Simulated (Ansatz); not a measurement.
Results of r²SCAN+rVV10 in Ansatz (PAW) for Pb3O4 (Pbam, No. 55, 14 atoms in the cell; start mp-636813; a measured phase of this formula has another space group).

Settings: plane-wave cutoff 500 eV, 6×4×12 k mesh (along the axes of the cell as run), Fermi–Dirac smearing 0.05 eV, scalar-relativistic PAW data made under PBE.

Cell (relaxed at this level):

```
CELL_PARAMETERS angstrom
      6.81387     0.00000     0.00000
      0.00000     9.86292     0.00000
      0.00000     0.00000     3.43210
ATOMIC_POSITIONS crystal
  Pb 0.99203 0.81268 0.00000
  Pb 0.00797 0.18732 0.00000
  Pb 0.49203 0.68732 0.00000
  Pb 0.50797 0.31268 0.00000
  Pb 0.00000 0.50000 0.50000
  Pb 0.50000 0.00000 0.50000
  O  0.83762 0.59003 0.00000
  O  0.16238 0.40997 0.00000
  O  0.33762 0.90997 0.00000
  O  0.66238 0.09003 0.00000
  O  0.85318 0.30625 0.50000
  O  0.14682 0.69375 0.50000
  O  0.35318 0.19375 0.50000
  O  0.64682 0.80625 0.50000
```

Problem. Estimate the band gap that the calculation returns.

Solution. 
band gap: 1.26 eV (on the SCF k mesh)

Note: the relaxation could not lower the start's symmetry, so the cell can be a saddle point above a distorted one.

Spin–orbit coupling is not included; with these elements it can move the gap by several tenths of an eV or more.

Static lattice: no zero-point or thermal effects.

A start named mp-… is a Materials Project structure, which need not be a measured phase.

Ansatz is a first-principles code.
